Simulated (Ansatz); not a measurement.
Hypothetical Fddd MoSi2, response to strain

Consider MoSi2 (space group Fddd, No. 70; a hypothetical phase, not in the database extracts checked).

```yaml
crystal:
  lattice:
    - [0.00000, 3.97925, 4.36331]
    - [2.28560, 0.00000, 4.36331]
    - [2.28560, 3.97925, 0.00000]
  atoms:
    - { symbol: Si, position: [0.66410, 0.33590, 0.66410] }
    - { symbol: Si, position: [0.33590, 0.66410, 0.33590] }
    - { symbol: Si, position: [0.58590, 0.91410, 0.58590] }
    - { symbol: Si, position: [0.91410, 0.58590, 0.91410] }
    - { symbol: Mo, position: [0.00000, 0.00000, 0.00000] }
    - { symbol: Mo, position: [0.25000, 0.25000, 0.25000] }
```

Cartesian axes are those of the cell as printed.

Strains are applied to the cell and any free atomic positions relax; under biaxial strain the out-of-plane vector relaxes too; under stress the whole cell relaxes.

Method: Kohn–Sham DFT with the PBEsol functional, run in Ansatz (a program for electronic structure) with PAW and 420 eV plane waves, no spin-orbit coupling.

Candidates:
(a) isotropic strain −3.62 %
(b) biaxial strain −3.05 %, plane normal [001], relaxed out of plane
(c) isotropic strain −1.92 %
(d) isotropic strain +1.32 %
(e) uniaxial stress, 8 GPa tension along x

Notes on the quantities. energy relative to the base: free energy F.

Question: Order them by energy relative to the base, highest first.

Answer: (a) isotropic strain −3.62 % (+121 meV/atom), (c) isotropic strain −1.92 % (+32 meV/atom), (b) biaxial strain −3.05 %, plane normal [001], relaxed out of plane (+27 meV/atom), (d) isotropic strain +1.32 % (+14 meV/atom), (e) uniaxial stress, 8 GPa tension along x (+7.0 meV/atom)

Without a gap, meshes like the base's 13×13×13 leave anisotropic stresses uncertain by several tenths of a GPa, and small strain energies with them. Beyond what the load breaks, stability against distortions was not tested. All final runs are without spin polarisation.
